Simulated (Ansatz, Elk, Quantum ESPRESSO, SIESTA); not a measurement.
One structure in several programs: CsLaMg6 (Amm2, 8 atoms in the cell)

Self-consistent single point, at a second geometry (lattice scaled by 0.98). First geometry:

```xyz
8
Lattice="5.0007 0.0000 0.0000 0.0000 3.9249 6.6445 0.0000 -3.9249 6.6445" Properties=species:S:1:pos:R:3 pbc="T T T"
Cs     2.5004     0.0000     3.8215
La     2.5004     0.0000    11.7919
Mg     2.5004    -1.5323     7.7639
Mg     2.5004     1.5323     7.7639
Mg     0.0000    -1.5810     6.0422
Mg     0.0000     1.5810     6.0422
Mg     0.0000     0.0000     9.1590
Mg     0.0000     0.0000     1.0171
```

Shared settings, as Ansatz (a quantum-chemistry and plane-wave program) writes them: kpoints.mp_grid.grid = 3 3 3; scf.occupations.method = fermi_dirac; scf.occupations.width = 0.0073 Ry. Potentials and cutoffs stand in the table.

```tsv
code	model	ΔF from the first geometry (meV/atom)	pressure (GPa)	cutoff
SIESTA	GGA PBEsol, numerical atomic orbitals TZP, PseudoDojo PBEsol standard norm-conserving potentials (rewritten from UPF to PSML)	2.7	1.27	grid 400 Ry
Quantum ESPRESSO	PBEsol, GBRV 1.5 ultrasoft (PBESOL) pseudopotentials	-1.7	0.60	40 Ry
Ansatz	PBEsol, PAW files made with PBE	-1.6	0.60	30.9 Ry
Elk	PBEsol, all-electron FP-LAPW, Elk's shipped species files, LAPW+lo basis	-2.7	–	rgkmax 7.5
```

Size of the force on each atom (eV/Å): Sizes of forces hide their directions.

| code | Cs1 | La2 | Mg3 | Mg4 | Mg5 | Mg6 | Mg7 | Mg8 |
|---|---|---|---|---|---|---|---|---|
| Quantum ESPRESSO | 0.010 | 0.213 | 0.123 | 0.123 | 0.262 | 0.262 | 0.151 | 0.194 |
| Ansatz | 0.010 | 0.215 | 0.123 | 0.123 | 0.261 | 0.261 | 0.152 | 0.193 |

A dash marks a value that a program does not give, or that is left out as unsure.

The spread over the programs that give each value: ΔF from the first geometry within 5.4 meV/atom; pressure within 0.67 GPa.

SIESTA uses small atom-centred bases, whose incompleteness enters pressures, forces and empty levels differently from a plane-wave cutoff. Elk treats all electrons, but the usual bases taken here (sphere radii, linearisation, local orbitals, empty states) were not tested for convergence, so the values are no reference for the others. Ansatz's pressure is given at a fixed set of plane waves, as the other plane-wave codes print theirs.

The shared mesh is coarse (it stands for a supercell whose shortest vector is 15 Å), so the values are not converged in it.

The starting cell comes from a database of computed structures (which also holds hypothetical and non-ambient phases and stackings), without a prior relaxation at this level. For this run, on top of that: lattice scaled by 0.98.

Left out of this page: CP2K (unsound by tests on forces, stress, charge or solver warnings).

Keys are those of Ansatz 0.2.
